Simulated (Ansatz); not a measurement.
TlCl under a change: pressure −2 GPa

Base system: TlCl in the rock salt structure (space group Fm-3m, No. 225; a = 6.334 Å; a cell from a computed database, its experimental status unchecked).

Modification: hydrostatic tension (pressure −2 GPa).

Method: Ansatz (an electronic-structure program), PBEsol, PAW, cutoff 420 eV, no SOC. k-mesh 9×9×9 (Γ-centred); smearing 0.05 eV (Fermi–Dirac).

```json
[
 {"quantity": "volume per atom", "base": "31.77 Å³", "changed": "35.62 Å³", "shift": "+3.85 Å³"},
 {"quantity": "density", "base": "6.27 g/cm³", "changed": "5.59 g/cm³", "shift": "-0.68 g/cm³"},
 {"quantity": "lattice parameter a", "base": "6.334 Å", "changed": "6.580 Å", "shift": "+0.246 Å"},
 {"quantity": "shortest interatomic distance", "base": "3.167 Å", "changed": "3.290 Å", "shift": "+0.123 Å"},
 {"quantity": "enthalpy H = E + PV relative to the base's energy", "base": "–", "changed": "-0.42 eV/atom", "shift": "–"},
 {"quantity": "band gap", "base": "2.09 eV", "changed": "2.49 eV", "shift": "+0.40 eV"},
 {"quantity": "gap character", "base": "direct at L", "changed": "direct at L", "shift": "–"},
 {"quantity": "width of the top valence band", "base": "2.62 eV", "changed": "1.93 eV", "shift": "-0.69 eV"},
 {"quantity": "electron mass", "base": "0.26 mₑ along k, 0.36 mₑ across (at L)", "changed": "0.31 mₑ along k, 0.40 mₑ across (at L)", "shift": "–"},
 {"quantity": "valley order (the lowest conduction-band minima on the path, energy above the VBM, named in the base's zone)", "base": "L along ⟨111⟩ 2.09 eV; a point along ⟨110⟩, about 0.7 Å⁻¹ from Γ 2.99 eV", "changed": "L along ⟨111⟩ 2.49 eV; a point along ⟨110⟩, about 0.7 Å⁻¹ from Γ 3.27 eV", "shift": "–"}
]
```

Cost of the whole job for the changed cell (relaxation, final SCF and bands): about 12 core-seconds (a rough figure).

Spin-orbit coupling, missing from the scalar runs, can matter with Tl. Load acts through the strain it causes; cell and atoms are relaxed under it. Effective masses come from finite differences of ±0.01 Å⁻¹. Along k means along the line from Γ to the band edge. Whether these cells are dynamically stable was not tested. This is not the structure that TlCl has at room temperature and ambient pressure.
